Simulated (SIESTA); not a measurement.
SIESTA run on BPt2 (P1, 6 atoms in the cell): self-consistent single point.

Method of the run: LDA PW92, numerical atomic orbitals TZP, PseudoDojo LDA standard norm-conserving potentials (rewritten from UPF to PSML) in SIESTA.

The change in words: lattice scaled by 0.98. Reference geometry:
```xyz
6
Lattice="2.9283 0.0000 0.0000 -1.4642 2.5360 0.0000 0.0000 0.0000 10.3572" Properties=species:S:1:pos:R:3 pbc="T T T"
B      1.4638     0.8438     7.7795
B      0.0003     1.6787     2.5805
Pt     1.4808     0.8554     3.9994
Pt    -0.0229     1.7044     6.3602
Pt    -0.0147     1.6809     9.1541
Pt     1.4852     0.8447     1.1979
```

Reference input (self-consistent single point, DFT, LDA PW92, numerical atomic orbitals TZP, PseudoDojo LDA standard norm-conserving potentials (rewritten from UPF to PSML)): XC.functional = LDA; XC.authors = PW92; potentials = PseudoDojo LDA standard; PAO.BasisSize = TZP; PAO.EnergyShift = 0.01 Ry; MeshCutoff = 300 Ry; kgrid.MonkhorstPack = 8 8 2; OccupationFunction = FD; ElectronicTemperature = 1578.21 K; MaxSCFIterations = 150; SCF.Mixer.Method = Pulay; SCF.Mixer.Weight = 0.1. This run's input differs from it in these lines:

```diff
@@ -12,5 +12,5 @@
 %block LatticeVectors
-     2.928310000    0.000000000    0.000000000
-    -1.464155000    2.535991000    0.000000000
-     0.000000000    0.000000000   10.357220000
+     2.869744000    0.000000000    0.000000000
+    -1.434872000    2.485271000    0.000000000
+     0.000000000    0.000000000   10.150076000
 %endblock LatticeVectors
@@ -18,8 +18,8 @@
 %block AtomicCoordinatesAndAtomicSpecies
-     1.463762606    0.843825645    7.779452943  1
-     0.000289903    1.678689098    2.580532435  1
-     1.480764374    0.855435412    3.999440503  2
-    -0.022864244    1.704434479    6.360192729  2
-    -0.014720614    1.680925843    9.154104610  2
-     1.485231511    0.844665058    1.197936780  2
+     1.434487454    0.826949073    7.623864185  1
+     0.000284105    1.645115197    2.528921886  1
+     1.451149188    0.838326643    3.919451847  2
+    -0.022406961    1.670345669    6.232989120  2
+    -0.014426203    1.647307206    8.971022872  2
+     1.455526982    0.827771697    1.173978090  2
 %endblock AtomicCoordinatesAndAtomicSpecies
```

Output (repeated stretches shortened):

```
        iscf     Eharris(eV)        E_KS(eV)     FreeEng(eV)     dDmax    Ef(eV) dHmax(eV)
   scf:    1   -14245.898709   -14346.584478   -14346.787331  1.464731 -0.151258 15.141244
   scf:    2   -14386.056477   -14368.430326   -14368.623445  0.170726 -0.899547 10.864031
   scf:    3   -14385.046696   -14380.791861   -14380.972286  0.221518 -1.879042  6.698938
   scf:    4   -14382.199613   -14381.864554   -14382.041417  0.045386 -1.995599  2.557949
   scf:    5   -14383.178359   -14382.766993   -14382.935775  0.087137 -2.421985  0.947276
   [... 7 lines left out ...]
   scf:   13   -14382.800653   -14382.800662   -14382.968311  0.000142 -2.509785  0.000739
   scf:   14   -14382.800671   -14382.800667   -14382.968311  0.000045 -2.509856  0.000454
   scf:   15   -14382.800667   -14382.800667   -14382.968311  0.000018 -2.509867  0.000328
   scf:   16   -14382.800667   -14382.800667   -14382.968311  0.000008 -2.509877  0.000225
SCF Convergence by DM+H criterion
max |DM_out - DM_in|         :     0.0000078576
max |H_out - H_in|      (eV) :     0.0002247707
SCF cycle converged after 16 iterations

Using DM_out to compute the final energy and forces

siesta: E_KS(eV) =           -14382.8007

siesta: E_KS - E_eggbox =    -14382.8007

siesta: Atomic forces (eV/Ang):
     1   -0.152790    0.025846   -0.250104
     2    0.164970    0.151553    0.200216
     3   -0.066418   -0.088201   -0.051075
     4    0.083679   -0.054093    0.000263
     5    0.071660    0.026986    0.495214
     6   -0.100441   -0.059323   -0.392643
   Tot    0.000658    0.002769    0.001870
   Max    0.495214
   Res    0.185658    sqrt( Sum f_i^2 / 3N )
   Max    0.495214    constrained

   [... lines left out ...]
siesta: FreeEng =    -14382.968311
   [... lines left out ...]
siesta:    -0.027469   -0.004583   -0.000337
siesta:    -0.004583   -0.024764   -0.000853
siesta:    -0.000337   -0.000853   -0.040792

siesta: Cell volume =         72.391271 Ang**3

siesta: Pressure (static):
siesta:                Solid            Molecule  Units
siesta:           0.00033772          0.00023710  Ry/Bohr**3
siesta:           0.03100823          0.02176966  eV/Ang**3
siesta:          49.68065960         34.87884752  kBar
```

The run converged in 16 iterations. Against the reference run the free energy drops by 18.3 meV/atom, the pressure goes from -11.57 to 4.97 GPa and the largest force moves little (0.506 to 0.501 eV/Å).

The starting cell comes from a database of computed structures (which also holds hypothetical and non-ambient phases and stackings), without a prior relaxation at this level. Its atoms were displaced at random from the sites of space group no. 194. For this run, on top of that: lattice scaled by 0.98. Spin polarisation is off. Values carry the incompleteness of an atom-centred basis. With a pressure of about 5 GPa the cell is away from its equilibrium volume at this level.

Cost on one core of a shared machine: roughly 40 s.
